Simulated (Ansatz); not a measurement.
Defect migration in beta Ga2O3 strained by +1.5 % along x and y, z held: O vacancy, charge state +2. These are PBE, PAW (plane waves to 420 eV; Ansatz, a quantum-chemistry and plane-wave program) values and carry that method's errors.

Cell of 120 host sites held at the strained lattice (strain from the relaxed PBE one, atoms relaxed); the Γ point alone; Fermi-Dirac width 0.01 eV, spin-restricted; finite-size errors left in. No zero-point or tunnelling terms. The charge state is imposed; whether it is stable for some Fermi level was not computed. Forms of the defect that were not tried may lie lower. The start lies 0.23 eV above the lowest site run (PBE).

Barriers: single points on a 2×2×2 k-point mesh shifted by half a step at the bands' geometries (they differ from the bands' own by up to 0.10 eV, and are uncertain by about as much).

The step: one O atom jumps into the vacancy from a nearby O site (strongly reconstructed ends). Atoms about the jump, Cartesian Å from the middle of the jump, before and after:

```json
[
 {"atom": "O1", "x0": "-0.75", "y0": "0.77", "z0": "-1.04", "x1": "0.75", "y1": "-0.77", "z1": "1.04"},
 {"atom": "Ga2", "x0": "-0.03", "y0": "-0.78", "z0": "-1.66", "x1": "0.71", "y1": "-1.14", "z1": "-0.70"},
 {"atom": "Ga3", "x0": "0.35", "y0": "0.96", "z0": "2.38", "x1": "0.42", "y1": "0.78", "z1": "2.25"},
 {"atom": "O4", "x0": "0.73", "y0": "2.33", "z0": "1.03", "x1": "0.75", "y1": "2.33", "z1": "1.04"},
 {"atom": "O5", "x0": "-1.50", "y0": "0.77", "z0": "1.80", "x1": "-1.50", "y1": "0.78", "z1": "1.80"},
 {"atom": "Ga6", "x0": "0.29", "y0": "2.33", "z0": "-0.80", "x1": "0.71", "y1": "2.70", "z1": "-0.70"},
 {"atom": "O7", "x0": "2.31", "y0": "0.73", "z0": "2.77", "x1": "2.37", "y1": "0.78", "z1": "2.83"},
 {"atom": "O8", "x0": "3.28", "y0": "0.76", "z0": "-0.29", "x1": "3.32", "y1": "0.78", "z1": "-0.29"},
 {"atom": "O9", "x0": "1.70", "y0": "-0.78", "z0": "-2.26", "x1": "1.73", "y1": "-0.76", "z1": "-2.14"},
 {"atom": "Ga10", "x0": "0.35", "y0": "-2.53", "z0": "2.38", "x1": "0.40", "y1": "-2.38", "z1": "2.23"},
 {"atom": "O11", "x0": "0.22", "y0": "-0.78", "z0": "3.44", "x1": "0.27", "y1": "-0.79", "z1": "3.61"},
 {"atom": "O12", "x0": "-0.75", "y0": "-2.34", "z0": "-1.05", "x1": "-0.65", "y1": "-2.31", "z1": "-1.11"}
]
```

Q: Predict the transition state.

A: 
```tsv
atom	x	y	z
O1	0.57	-0.03	0.48
Ga2	0.50	-1.05	-0.92
Ga3	0.39	0.88	2.16
O4	0.81	2.50	1.11
O5	-1.57	0.87	1.89
Ga6	0.60	2.50	-0.67
O7	2.33	0.78	2.79
O8	3.39	0.79	-0.32
O9	1.73	-0.82	-2.24
Ga10	0.34	-2.45	2.34
O11	0.23	-0.78	3.46
O12	-0.69	-2.40	-1.15
```
It lies 1.42 eV above the start and 0.66 eV above the end. The saddle point's order was not checked.
